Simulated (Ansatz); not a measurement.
Hf2B2Ge (model structure, started from the Ti2InB2 type, P-6m2, No. 187, 5 atoms in the cell) was calculated with LDA (Ansatz, a quantum-chemistry and plane-wave program, PAW).

Run with plane-wave cutoff 520 eV, 24×24×8 k mesh (along the axes of the cell as run), Fermi–Dirac smearing 0.05 eV, scalar-relativistic PAW data made under PBE.

Cell (relaxed at this level):

```cif
data_B2GeHf2
_chemical_formula_sum 'Hf2 Ge1 B2'
_space_group_name_H-M_alt 'P-6m2'
_space_group_IT_number 187
_space_group_name_Hall 'P -6 2'
_cell_length_a 3.12270
_cell_length_b 3.12270
_cell_length_c 7.63757
_cell_angle_alpha 90.000
_cell_angle_beta 90.000
_cell_angle_gamma 120.000
loop_
_atom_site_label
_atom_site_type_symbol
_atom_site_symmetry_multiplicity
_atom_site_Wyckoff_symbol
_atom_site_fract_x
_atom_site_fract_y
_atom_site_fract_z
_atom_site_occupancy
Hf1 Hf 2 h 0.33333 0.66667 0.28298 1
Ge1 Ge 1 a 0.00000 0.00000 0.00000 1
B1 B 1 b 0.00000 0.00000 0.50000 1
B2 B 1 f 0.66667 0.33333 0.50000 1
```

**Question.** Estimate the bulk modulus B0 that the calculation returns.

**Answer.** 
* **bulk modulus B0**: 193 GPa

The run finds no gap.

Note: the bulk modulus is −V dP/dV from two relaxed cells at ±2 % in volume; the relaxation could raise the start's symmetry but not lower it, so the cell can be a saddle point.

Spin–orbit coupling is not included; it can open a gap where bands touch, and shift volumes and moduli.

The computed numbers hold no vibrational or temperature effects.

Cost on a shared machine: roughly 12 core-minutes.

A model structure was made by putting elements into a prototype or built by hand; it is no filed structure, need not be a known phase, and can be a saddle point held by its symmetry.
